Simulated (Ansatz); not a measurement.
Structures of equal composition on the (111) surface of fcc Al: a pseudomorphic layer of Ru in the host's stacking; a pseudomorphic layer of Ru in the other hollow. The slabs share one bottom face, and each structure is named by its start. These are constructed structures in small cells; real faces may alloy, dewet or reconstruct in larger ones, and not all known structures of the face are among them. Slabs of about 12 Å, Fermi-Dirac smearing of 0.1 eV. Bottom of the slabs: a bare face, its two planes held. Relaxed from the named starts with such symmetry as they have, on meshes of like density; energies extrapolated to zero smearing; spin only where a row says so; no spin-orbit coupling, no U. Brackets mark spin-polarised runs, whose order is one that fits the cell.

Computed with PBE (plane waves to 420 eV, PAW; Ansatz, a program for electronic structure).

**Question.** Put the candidates in order of energy per 1x1 cell, lowest first, for PBE.

**Answer.** a pseudomorphic layer of Ru in the host's stacking (0.000 eV), a pseudomorphic layer of Ru in the other hollow (0.071 eV)
